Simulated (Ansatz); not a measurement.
## What N → Br does to HfN

Take HfN in the rock salt structure (space group Fm-3m, No. 225; a = 4.5255 Å) as the base.

Now apply this change: full substitution N → Br, then cell and atoms are relaxed.

Calculations: r2SCAN/PAW in Ansatz (a first-principles code), spin-orbit coupling left out. Settings: 15×15×15 k-points, 0.05 eV Fermi–Dirac smearing, for the changed cell.

```tsv
quantity	base	changed	shift
volume per atom	11.59 Å³	20.87 Å³	+9.286 Å³
density	13.80 g/cm³	10.28 g/cm³	-3.52 g/cm³
lattice parameter a	4.525 Å	5.507 Å	+0.9811 Å
space group	Fm-3m (No. 225)	Fm-3m (No. 225)	–
shortest interatomic distance	2.263 Å	2.753 Å	+0.4905 Å
band gap	zero	zero	–
```

Cost of the whole job for the changed cell (relaxation, final SCF and bands): about 110 core-seconds (a rough figure).

Stability against distortions was not tested. As relaxed here, HfBr is a hypothetical phase, not in the database extracts checked. The final runs are not spin-polarised. An odd electron count without spin: HfBr and HfN. HfBr has a high density of states at the Fermi level and may be magnetic at this level.
